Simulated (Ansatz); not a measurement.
Consider CdS in the zinc blende structure (space group F-43m, No. 216; a = 5.757 Å). Axes: x, y, z lie along the cube axes.

Computed with DFT with LDA, PAW potentials and a 420 eV plane-wave cutoff in Ansatz (an electronic-structure program), scalar-relativistic without spin-orbit coupling.

Strains are applied to the cell and any free atomic positions relax.

One change was made to it. Results:

The band gap decreases by 0.063 eV to 0.88 eV; the energy grows by 2.4 meV/atom.

**Question.** Name the change that was made.
A. uniaxial strain ε_zz = +1.00 %
B. uniaxial strain ε_zz = +3.00 %
C. uniaxial strain ε_zz = +2.00 %

**Answer.** C, uniaxial strain ε_zz = +2.00 %. For comparison, the energy relative to the base in the other runs: uniaxial strain ε_zz = +1.00 % gives +0.6 meV/atom; uniaxial strain ε_zz = +3.00 % gives +5.4 meV/atom.

No phonon test of stability was made.
